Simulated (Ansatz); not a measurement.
Results of G0W0@PBEsol (hard PAW, contour deformation; Ansatz, a first-principles code) for Bi2SO2 (model structure, started from the La2SO2 type, P-3m1, No. 164, 5 atoms in the cell).

The cell is the one relaxed with PBEsol. Conventional cell: a = 3.9427 Å, b = 3.9427 Å, c = 6.7586 Å, α = 90.00°, β = 90.00°, γ = 120.00°.

The quasiparticle gap at Γ at a fixed k mesh 3×3×2:

```json
[
 {"response cutoff": "150 eV, 697 empty bands", "value (eV)": "3.145"},
 {"response cutoff": "200 eV, 1074 empty bands", "value (eV)": "3.194"},
 {"response cutoff": "250 eV, 1500 empty bands", "value (eV)": "3.222"},
 {"response cutoff": "300 eV, 1972 empty bands", "value (eV)": "3.238"}
]
```

Q: Taking the value to converge with the response cutoff E as E^(−3/2), extrapolate from the last two rows.

A: With y = y∞ + c/w and weights w = 3953 and 5196 for the last two rows, y∞ = (w2 y2 − w1 y1)/(w2 − w1) = (5196 × 3.238 − 3953 × 3.222)/1243 = 3.289 eV, which lies 0.051 beyond the last row. Successive pairs of rows give 3.285, 3.292, 3.289. The limit also hangs on the law assumed, so its last digits aren't firm.

The other settings are not extrapolated, so this is the limit in one setting alone.

At the last cutoff the smallest gap on this mesh is 2.44 eV, with an edge away from Γ.

Spin–orbit coupling is not included; with these elements it can move the gap by several tenths of an eV or more.

Note: filled d or f shells below the valence bands can shift G0W0 gaps through exchange with them, which wasn't tested here.

A model structure was made by putting elements into a prototype or built by hand; it is no filed structure, need not be a known phase, and can be a saddle point held by its symmetry.
